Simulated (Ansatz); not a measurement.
Checking a run of Ansatz (a program for electronic structure) on Lu2Mo2C3 (C2/m, 7 atoms in the cell). The aim is a self-consistent single point with DFT, PBEsol, plane waves, default PAW files made with PBE.

Cell that was meant: a = 5.8428 Å, b = 5.8428 Å, c = 5.5785 Å, α = 108.41°, β = 108.41°, γ = 33.10°.

Part of the input:

```yaml
# Lu2Mo2C3
crystal:
  lattice:
    - [10.583827, -3.145090, 0.000000]
    - [10.583827, 3.145090, 0.000000]
    - [-3.472924, 0.000000, 9.953409]
  atoms:
    - { symbol: Lu, position: [0.615960, 0.615960, 0.317300] }
    - { symbol: Lu, position: [0.384040, 0.384040, 0.682700] }
```

Output, abridged:

```
WARN basis.ecutwfc = 420 eV, the default
WARN ansatz: RAYON_NUM_THREADS=1 ignored (pool sized by the plan → 1); use --threads N
   [... lines left out ...]
PAW frozen core: C, regenerated for the run's functional, and the local potential with it
Initial density: superposition of atomic densities (neutral atoms: chi_scale 0, normalization atom), corrected by the library's trained network
Initial wavefunctions: pseudopotential atomic-orbital guess
Eigensolver: davidson
Functional: x = pbesol(κ = 0.804, μ = 0.12345679012345678), c = pbesol(β = 0.046)
SCF iter   1: F=—  HF=-39708.313372 eV  |F-HF|=—  |Δ(HF+E_count)|=         —  Δρ=4.29e-2  dr2=5.12e1  ethr=1.77e-3  ⟨swp⟩=6.3  Hψ=4798  notcnv=0
all-band conjugate gradients solve this SCF's bands
preconditioner: auto → LDOS
SCF iter   2: F=—  HF=-39716.754722 eV  |F-HF|=—  |Δ(HF+E_count)|=    8.44e0  S|Δr|=    0.00e0  Δρ=1.11e-1  dr2=2.93e2  ethr=1.77e-3  ⟨swp⟩=10.8  Hψ=5107  notcnv=0  defer=34  recentre
   [... lines left out ...]
SCF iter  21: F=—  HF=-39706.941659 eV  |F-HF|=—  |Δ(HF+E_count)|=   1.98e-7  S|Δr|=    0.00e0  Δρ=2.20e-6  dr2=1.00e-7  ethr=1.11e-10  ⟨swp⟩=20.5  Hψ=8468  notcnv=0
SCF iter  22: F=—  HF=-39706.941659 eV  |F-HF|=—  |Δ(HF+E_count)|=   1.14e-8  S|Δr|=    0.00e0  Δρ=3.55e-6  dr2=1.82e-7  ethr=1.11e-10  ⟨swp⟩=5.5  Hψ=4024  notcnv=0
SCF iter  23: F=-39706.941659 eV  HF=-39706.941659 eV  |F-HF|=5.74e-9  |Δ(HF+E_count)|=  1.53e-10  S|Δr|=    0.00e0  Δρ=1.64e-6  dr2=1.44e-8  ethr=1.11e-10  ⟨swp⟩=3.8  Hψ=4060  notcnv=0
SCF 1 converged in 23 iterations: F = -39706.941659 eV  dr2 = 1.44e-8
Stability not checked (fill_not_monotonic)
Free energy (F): -39706.941659 eV
Internal energy: -39706.936528 eV  (E = F + TS)
E sigma→0 (E₀):  -39706.940376 eV
Entropy (-TS):   -0.005131 eV (-0.733 meV/atom)
Fermi energy:    -0.559935 eV
--- Forces (eV/Å), atoms counted from 1 ---
  atom   1  Lu     0.25144847     0.00000000    -0.14864355
  atom   2  Lu    -0.25144847     0.00000000     0.14864355
  atom   3  Mo    -0.33699040     0.00000000    -0.83304196
   [... lines left out ...]
  atom   7  C      0.00000000     0.00000000     0.00000000
--- Stress (GPa, compression-positive) ---
       -3.872703       0.000000       0.365641
        0.000000      -3.310041       0.000000
        0.365641       0.000000      -3.522913
  P = ⅓ Tr σ = -3.5686 GPa (-35.686 kbar)
  The stress holds the Pulay correction. Without it, at fixed plane waves, as pw.x and ABINIT print it: P = -3.5941 GPa
```

Question: Is anything amiss in this input, and did it matter?

Answer: The run is not sound. The fault is this: lattice typed in bohr, read as angstrom. 1 bohr is 0.529 Å, so a mix-up scales every length by 1.89 or 0.529 and the volume by 6.75 or 0.148. To fix it, give the lengths in the unit that the key or card expects. The run converged in 23 iterations without an error; against the sound input the free energy goes up by 7.70 eV/atom, the pressure goes from -4.30 to -3.57 GPa and the largest force goes from 0.156 to 0.899 eV/Å.

The sound input it was made from differs as follows (other fixes are possible):
```diff
-    - [10.583827, -3.145090, 0.000000]
-    - [10.583827, 3.145090, 0.000000]
-    - [-3.472924, 0.000000, 9.953409]
+    - [5.600720, -1.664310, 0.000000]
+    - [5.600720, 1.664310, 0.000000]
+    - [-1.837792, 0.000000, 5.267117]
```

With that input, the run converged in 8 iterations: free energy E − TS (on the zero of these files) -39760.8288 eV; Fermi level (on the code's own zero) 16.71 eV; pressure -4.30 GPa; largest force (vector length) 0.156 eV/Å (DFT, PBEsol, plane waves, default PAW files made with PBE).

On the sound input: the starting cell comes from a database of computed structures (which also holds hypothetical and non-ambient phases and stackings), without a prior relaxation at this level. Spin-orbit coupling is off. Spin polarisation is off. With a pressure of about -4 GPa the cell is away from its equilibrium volume at this level. Ansatz's pressure includes its estimate of the finite-basis (Pulay) stress. Without a gap this mesh is coarse (it stands for a supercell whose shortest vector is 17 Å).

Keys are those of Ansatz 0.2.
